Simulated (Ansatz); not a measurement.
**AgCl in the rock salt structure (space group Fm-3m, No. 225)**

```cif
data_AgCl
_chemical_formula_sum 'Cl1 Ag1'
_space_group_name_H-M_alt 'P 1'
_space_group_IT_number 1
_cell_length_a 3.96793
_cell_length_b 3.96793
_cell_length_c 3.96793
_cell_angle_alpha 60.000
_cell_angle_beta 60.000
_cell_angle_gamma 60.000
loop_
_space_group_symop_operation_xyz
  'x, y, z'
loop_
_atom_site_label
_atom_site_type_symbol
_atom_site_fract_x
_atom_site_fract_y
_atom_site_fract_z
_atom_site_occupancy
Cl1 Cl 0.00000 0.00000 0.00000 1
Ag1 Ag 0.50000 0.50000 0.50000 1
```

All numbers come from PBE (Ansatz, a program for electronic structure), spin-orbit coupling left out. k-mesh 10×10×10 (Γ-centred); smearing 0.05 eV (Fermi–Dirac).

| Property | Value |
|---|---|
| Volume per atom | 22.09 Å³ |
| Density | 5.39 g/cm³ |
| Band gap | 0.92 eV, indirect, L → Γ |
| Electron mass | 0.27 mₑ |
| Lowest conduction-band minima above the VBM | Γ 0.92 eV |
| Total energy | -4335.449 eV/atom (σ→0; compares only within this code and set-up) |

Effective masses come from finite differences of ±0.01 Å⁻¹. Stability against distortions was not tested.
